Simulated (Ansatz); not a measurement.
Consider the following.

```xyz
4
Lattice="4.0035 0.0000 0.0000 -2.0017 3.4671 0.0000 0.0000 0.0000 6.5807" Properties=species:S:1:pos:R:3 pbc="T T T"
Al     0.0000     2.3114     0.0010
Al     2.0017     1.1557     3.2914
As     0.0000     2.3114     2.4654
As     2.0017     1.1557     5.7558
```

No spin polarisation.

Computed with Ansatz (a quantum-chemistry and plane-wave program) PBEsol, no SOC. Γ-centred 10×10×5 mesh, Fermi–Dirac width 0.05 eV.

### Question
Predict the band gap, gap character and width of the top valence band.

### Answer
- Band gap: 1.64 eV
- Gap character: indirect, Γ → L–M (20 % along)
- Width of the top valence band: 2.53 eV

Whether these cells are dynamically stable was not tested. The cell was made from AlN by this change: N → As; the result is a model cell, its experimental status unchecked. This is not the structure that AlAs has at room temperature and ambient pressure.
